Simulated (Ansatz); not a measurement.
**Effective masses and thermopower of InP under load (space group F-43m)**

Data:

```
InP
1.0
    0.00000     2.88777     2.88777
    2.88777     0.00000     2.88777
    2.88777     2.88777     0.00000
In P
1 1
Cartesian
  0.00000   0.00000   0.00000
  1.44389   1.44389   1.44389
```

Level of theory: r2SCAN with spin-orbit coupling, rigid bands (plane waves, PAW; Ansatz, a quantum-chemistry and plane-wave program). Condition of this run: hydrostatic pressure of 4 GPa (compression positive) (the target of the relaxation). Cell: cell and atoms relaxed with PBEsol, then loaded as said.

| Property | Result |
|---|---|
| band gap | 1.40 eV |
| electron conductivity mass (300 K, dilute) | 0.108 mₑ |
| hole conductivity mass (300 K, dilute) | 0.53 mₑ |
| effective density of states N_c (300 K) | 8.6e17 cm⁻³ |
| effective density of states N_v (300 K) | 2.3e19 cm⁻³ |
| density-of-states mass, electrons | 0.105 mₑ |
| density-of-states mass, holes | 0.95 mₑ |
| Seebeck coefficient, n-type 1e19 cm⁻³, 300 K | -68 μV/K |
| Seebeck coefficient, p-type 1e19 cm⁻³, 300 K | 314 μV/K |
| best p-type power factor at 300 K for τ = 10 fs (best axis; densities from 1e16 to 1e21 cm⁻³ tried, whether or not they can be reached) | 13.3 μW/(cm·K²) at 3e20 cm⁻³ |

Rigid bands; masses and Seebeck coefficients take one relaxation time τ for all states and one kind of carrier; polarons and phonon drag are left out. Geometry: cell and atoms relaxed with PBEsol.
